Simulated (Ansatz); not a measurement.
Candidates (primitive cells; geometry: cell and atoms relaxed with PBEsol):
A. GaN (P6_3mc), a = b = 3.1826 Å, c = 5.1854 Å, α = β = 90.00°, γ = 120.00°
B. GaSb (F-43m), a = b = c = 4.322 Å, α = β = γ = 60.00°
C. GaAs (F-43m), a = 4.001 Å, b = 4.001 Å, c = 4.001 Å, α = 60.00°, β = 60.00°, γ = 60.00°

Problem. Rank these by band gap (highest first), as r2SCAN with spin-orbit coupling, rigid bands (Ansatz, a quantum-chemistry and plane-wave program) gives it.

Solution. A (2.35 eV), C (0.89 eV), B (0.28 eV)
